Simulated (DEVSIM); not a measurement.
Device: Si p-i-n diode, at 300 K.

```
layer (left to right)  material  thickness (μm)  Nd (cm⁻³)  Na (cm⁻³)   τn (s)   τp (s)
---------------------  --------  --------------  ---------  ---------  -------  -------
1                            Si           0.330          -     1.3e19  0.00013  0.00013
2                            Si           0.490     1.7e11          -  0.00013  0.00013
3                            Si           0.520     7.3e17          -  0.00013  0.00013
```

Left contact: ohmic. Right contact: ohmic. Voltage is applied to the left contact. Recombination: SRH at mid-gap. Mobility is μmin + (μ − μmin)/(1 + (N/Nref)^α).

The device is made up for the run: typed textbook-type constants, with dimensions and the other settings drawn at random. Values at 300 K.

| parameter | Si |
|---|---|
| gap (eV) | 1.124 |
| affinity (eV) | 4.05 |
| permittivity | 11.7 |
| Nc (cm⁻³) | 2.86e19 |
| Nv (cm⁻³) | 3.1e19 |
| μn (cm²/Vs) | 1417 |
| μp (cm²/Vs) | 470 |
| μn,min | 52 |
| μp,min | 45 |
| Nref,n | 9.7e16 |
| Nref,p | 2.2e17 |
| αn | 0.68 |
| αp | 0.72 |

DEVSIM, 1D drift-diffusion, Boltzmann statistics, complete ionisation; no tunnelling, impact ionisation, image-force lowering or self-heating.

The doping Na of layer 1 was swept, all else fixed.

| doping Na of layer 1 (cm^-3) | potential step across the device at zero bias (V) | dark forward voltage at 100 A/cm² (V) | dark forward voltage at 1 A/cm² (V) |
|---|---|---|---|
| 3.9e17 | 0.916 | 0.759 | 0.639 |
| 1.3e18 | 0.947 | 0.792 | 0.673 |
| 3.9e18 | 0.976 | 0.808 | 0.688 |
| 1.3e19 | 1.007 | 0.813 | 0.693 |

From the first row to the last the potential step across the device at zero bias goes from 0.916 to 1.007. From the first row to the last the dark forward voltage at 100 A/cm² goes from 0.759 to 0.813.
